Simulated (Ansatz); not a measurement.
## Y, response to strain

Start from Y in the hcp (Mg type) structure (space group P6_3/mmc, No. 194; a = 3.652 Å, c = 5.703 Å; relaxed with 0.1 eV smearing).

Strains are applied to the cell and any free atomic positions relax.

The values are results of Ansatz (a first-principles code), PBE, PAW, cutoff 420 eV, no SOC, not measurements.

Candidates:
(a) isotropic strain +2.50 %
(b) isotropic strain −2.50 %
(c) isotropic strain +3.00 %

Notes on the quantities. energy relative to the base: free energy F.

Question: Order them by energy relative to the base, lowest first.

Answer: (a) isotropic strain +2.50 % (+22 meV/atom), (b) isotropic strain −2.50 % (+25 meV/atom), (c) isotropic strain +3.00 % (+31 meV/atom)

Stability against distortions was not tested. The final runs are not spin-polarised.
